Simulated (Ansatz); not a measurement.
**Amorphous Ti20Al18C12**

A CHGNet melt-quench gave the starting glass, which DFT then relaxed. The hot cell started wider than the set density and was brought back towards it in steps. It is the lowest in DFT energy of 2 quenches. It is a model cell: composition and starting density were chosen by hand, and all elements were melted together. No dispersion term was used.

The numbers are results of PBE, scalar-relativistic without spin-orbit coupling (plane waves to 420 eV, PAW; Ansatz, a first-principles code), not measurements. Geometry, pressure, stress and energy are those of the PBE run. Its sampling: a 2×2×2 Γ-centred mesh; Fermi-Dirac width 0.1 eV; no spin polarisation.

```json
{
 "number_of_atoms_in_the_cell": "50",
 "Density (volume relaxed, without dispersion)": "3.72 g/cm³",
 "volume_per_atom": "14.18 Å^3",
 "Pressure on a 2×2×2 Γ-centred mesh": "0.09 GPa",
 "Largest force and stress component on that mesh (the relaxation ran on one k-point at (1/4, 1/4, 1/4))": "0.23 eV/Å and 0.3 GPa",
 "Gap on a 2×2×2 Γ-centred mesh (PBE)": "within the smearing (under twice its width)"
}
```

Cut-offs for bonds: Ti-Ti 3.68 Å, Ti-Al 3.46 Å, Ti-C 2.74 Å, Al-Al 3.00 Å, Al-C 2.40 Å, C-C 1.68 Å.

The mean coordination of Ti is 14.70 (5 with 13, 3 with 14, 6 with 15, 5 with 16, 1 with 17) and the mean coordination of Al is 9.83 (1 with 8, 7 with 9, 5 with 10, 4 with 11, 1 with 12). The mean coordination of C is 6.08 (1 with 5, 9 with 6, 2 with 7). The mean Ti-Ti bond comes out as 3.090 Å (spread 0.220 Å, 71 counted) and the mean Ti-Al bond comes out as 2.922 Å (spread 0.188 Å, 93 counted).

Its density started from a set value of 3.76 g/cm³. The simulated quench (nominally 380 K/ps over its main leg) is rapid and tends to freeze in more defects than a deposited or slowly cooled glass has. Values belong to this one cell and scatter from quench to quench. Volume and shape were free in the relaxation. On a 2×2×2 Γ-centred mesh force components of up to 0.23 eV/Å stay, since the relaxation ran on one k-point at (1/4, 1/4, 1/4).
